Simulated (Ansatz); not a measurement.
Consider the following.

```
InAgTe2
1.0
   -3.12912     3.17677     6.31871
    3.12912    -3.17677     6.31871
    3.12912     3.17677    -6.31871
In Te Ag
2 4 2
Cartesian
  0.00000   0.00000   6.32143
  3.12912   0.00000   3.15663
  1.49447   1.58839   1.57968
 -1.56456   1.65141   4.73903
  1.63465   1.58839   7.89838
  4.69368   1.52536  -1.57968
  0.00000   0.00000  -0.00250
  0.00000   3.17677   3.16185
```

No spin polarisation.

The values are results of Ansatz (a first-principles code) LDA, no spin-orbit coupling, not measurements. Settings: 7×7×7 k-points, 0.05 eV Fermi–Dirac smearing.

Task: Predict the space group and pressure.

Result: The space group comes out as I2_12_12_1 (No. 24) and the pressure (mean of the normal stresses, compression positive) comes out as 0.8 GPa.

The cells carry an imposed strain or load. Whether these cells are dynamically stable was not tested. The cell was made from InAgTe2 in the chalcopyrite structure (space group I-42d, No. 122) by this change: uniaxial strain ε_xx = −1.50 %.
